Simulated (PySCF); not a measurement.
PySCF 2.14.0, B3LYP/def2-svpd, df: Mo(Cl)4(H)2 ([Cl][MoH2]([Cl])([Cl])[Cl]), 7 atoms. The geometry is a generated start, not checked to be a minimum at this level.

| Quantity | Result |
|---|---|
| task | energy |
| method | b3lyp |
| basis | def2-svpd |
| two-electron scheme | density fitting |
| mol.max_memory | 3000 MB |
| mf.max_cycle | 100 |
| mf.init_guess | minao (default) |
| mf.DIIS | CDIIS (default) |
| mf.conv_tol | 1e-09 (default) |
| mf.grids.level | 3 (default) |
| effective core potentials | those of the basis set, past Kr |
| basis functions | 158 |
| grid points | 117576 |

```xyz
7

Mo    -0.0027     0.0029     0.0005
Cl     1.5641     1.6238     0.1448
Cl    -0.9078     0.6475     1.9227
Cl    -1.0082     1.0682    -1.6732
Cl    -1.4710    -1.7054    -0.1554
H      0.9393    -0.9383     0.9170
H      0.8862    -0.6986    -1.1564
```

Charge 0 and multiplicity 1 are set for this test and not shown to be the ground state.

One run each on 2 threads, 1 BLAS thread. Values of diis_space tried: 3, 5, 8 (default), 12, 20.

Question: Predict the course of the Fock builds along this series.

Answer: Fewest Fock builds, within one of each other: 5 with 14, 8 (default) with 14, 12 with 14, 20 with 14. The count rises to 45 at 3. All converge to one solution.

```tsv
diis_space	Fock builds	end
3	45	same solution
5	14	same solution
8 (default)	14	same solution
12	14	same solution
20	14	same solution
```
